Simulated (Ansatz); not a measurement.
The reference is Se (space group P3_121, No. 152; a = 4.535 Å, c = 5.041 Å; made of chains).

(Cell as relaxed with PBE.)

Levels (all Ansatz, a first-principles code, PAW): PBE (420 eV, scalar-relativistic without spin-orbit coupling); r2SCAN (500 eV, spin-orbit coupling left out).

Each level relaxes its own structure.

```json
[
 {"base": "volume per atom", "PBE": "29.92 Å³", "r2SCAN": "29.25 Å³"},
 {"base": "lattice parameter a", "PBE": "4.535 Å", "r2SCAN": "4.506 Å"},
 {"base": "band gap", "PBE": "1.04 eV", "r2SCAN": "1.33 eV"}
]
```

One thing is altered: cell and atoms relaxed at a pressure of 0.3 GPa.

| quantity | PBE | r2SCAN |
|---|---|---|
| mean gap deformation potential ΔEg/Δln V | +2.5 eV | +2.6 eV |
| lattice parameter a | 4.404 Å | 4.433 Å |
| shift of the gap caused by the change | -0.13 eV | -0.08 eV |

PBE's lattice parameter a lies 0.0300 Å below r2SCAN's (0.7 %); PBE's shift of the gap caused by the change lies 0.056 eV below r2SCAN's. Neither level is exact; r2SCAN is the comparison here, not a measurement.

Load acts through the strain it causes; cell and atoms are relaxed under it. No phonon test of stability was made. No dispersion term is included, though the crystal is made of layers, chains or molecules, so its spacings can come out too wide.
